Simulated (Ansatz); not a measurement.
In a (8,8) AlN nanotube, the lowest empty band has its minimum at Γ and lies 0.030 eV higher 0.0627 Å⁻¹ away along the axis.

All values below come from PBE (plane waves to 420 eV, PAW; Ansatz, an electronic-structure program). Mesh 1×1×10. No spin polarisation. Isolated but for its images some 11 Å away. A hypothetical model, rolled from the flat sheet. It keeps the symmetry and period of its start, so it need not be a minimum against all distortions.

Question: Estimate the electron mass along the axis.

Answer: For a parabola ΔE = ħ²Δk²/2m, and ħ²/2mₑ = 3.810 eV Å². So m/mₑ = 3.810 × 0.0627²/0.030 = 0.50. The curvature over a step a third as long gives 0.50; the band is close to a parabola here.
